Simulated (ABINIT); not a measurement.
A self-consistent single point of V3Cr (Fm-3m, 4 atoms in the cell) with ABINIT.

Method: LDA (PW92), norm-conserving pseudopotentials (PseudoDojo nc-sr-04 LDA standard) (plane waves; ABINIT).

```
CELL_PARAMETERS angstrom
      0.00000     3.14027     3.14027
      3.14027     0.00000     3.14027
      3.14027     3.14027     0.00000
ATOMIC_POSITIONS crystal
  Cr 0.00000 0.00000 0.00000
  V  0.50000 0.50000 0.50000
  V  0.25000 0.25000 0.25000
  V  0.75000 0.75000 0.75000
```
Moments meant for the start (each program seeds them in its own way; μB, in the order of the atoms Cr V V V): 3.0 2.0 2.0 2.0.

Reference input (self-consistent single point, DFT, PBEsol, plane waves, norm-conserving pseudopotentials (PseudoDojo nc-sr-04 PBEsol standard)): pseudos = [Cr.upf, V.upf]; ecut = 94 Ry; nsppol = 2; occopt = 7; tsmear = 0.05 eV; ngkpt = 5 5 5; nshiftk = 1; shiftk = 0 0 0; potentials = PseudoDojo nc-sr-04 PBEsol standard; nband = 40; kptopt = 1; nstep = 80. This run's input differs from it in these lines:

```diff
@@ -1,2 +1,2 @@
-# V3Cr, PseudoDojo nc-sr-04 PBEsol standard
+# V3Cr, PseudoDojo nc-sr-04 LDA standard
 pp_dirpath "./"
```

Its files differ too (potentials: PseudoDojo nc-sr-04 PBEsol standard → PseudoDojo nc-sr-04 LDA standard).

Output (repeated stretches shortened):

```
--- !BeginCycle
solver: {iscf: 7, nstep: 80, nline: 4, wfoptalg: 0, }
tolerances: {toldfe: 1.00E-09, }
...

     iter   Etot(hartree)     deltaE(h) residm    vres2    magn
 ETOT  1  -307.85915432828    -3.08E+02 2.07E-01 3.72E+04 3.167
 ETOT  2  -290.89953885670     1.70E+01 1.63E-01 3.75E+05 1.018
 ETOT  3  -308.81928742059    -1.79E+01 9.34E-02 2.38E+04 2.015
 ETOT  4  -309.80149493159    -9.82E-01 2.81E-02 5.26E+03 1.802
 ETOT  5  -310.06810005840    -2.67E-01 1.08E-02 1.65E+03 1.674
   [... 16 lines left out ...]
 ETOT 22  -310.16191172471    -3.63E-07 5.99E-05 3.19E-06 0.000
 ETOT 23  -310.16191172852    -3.81E-09 4.96E-05 2.67E-06 0.000
 ETOT 24  -310.16191172952    -9.95E-10 4.46E-05 1.64E-07 0.000
 ETOT 25  -310.16191172953    -1.57E-11 4.75E-05 1.53E-09 0.000
 At SCF step   25, etot is converged :
  for the second time, diff in etot=  1.575E-11 < toldfe=  1.000E-09

 Cartesian components of stress tensor (hartree/bohr^3)
  sigma(1 1)=  1.18748476E-03  sigma(3 2)=  0.00000000E+00
  sigma(2 2)=  1.18748476E-03  sigma(3 1)=  0.00000000E+00
  sigma(3 3)=  1.18748476E-03  sigma(2 1)=  0.00000000E+00

 Integrated electronic and magnetization densities in atomic spheres:
 Radius=ratsph(iatom), smearing ratsm=  0.0000. Diff(up-dn)=approximate z local magnetic moment.
 Atom    Radius    up_density   dn_density  Total(up+dn)  Diff(up-dn)
    1   2.00000     5.848894     5.848913     11.697807    -0.000019
    2   2.00000     5.296552     5.296571     10.593123    -0.000018
    3   2.00000     5.291745     5.291733     10.583478     0.000013
   [... lines left out ...]
 Total magnetization (from the atomic spheres):            -0.000012
 Total magnetization (exact up - dn):                      -0.000013
 Fermi (or HOMO) energy (hartree) =   0.35813   Average Vxc (hartree)=  -0.46136
   [... lines left out ...]
total_energy        : -3.10161911729533E+02
total_energy_eV     : -8.43993483882376E+03
band_energy         : -3.53338866388335E+01
...

-Cartesian components of stress tensor (GPa)         [Pressure= -3.4937E+01 GPa]
- sigma(1 1)=  3.49370021E+01  sigma(3 2)=  0.00000000E+00
- sigma(2 2)=  3.49370021E+01  sigma(3 1)=  0.00000000E+00
- sigma(3 3)=  3.49370021E+01  sigma(2 1)=  0.00000000E+00

 Calculation completed.
```

The run converged in 25 iterations. Against the reference run the pressure goes from -30.60 to -34.94 GPa.

The starting cell was generated: these elements placed on a structure prototype, without a prior relaxation; it need not be a known phase or ordering of this composition. The starting moments vanished: the run ended non-magnetic, which need not be the lowest state. With a pressure of about -35 GPa the cell is away from its equilibrium volume at this level.

Cost on one core of a shared machine: roughly 7 min.
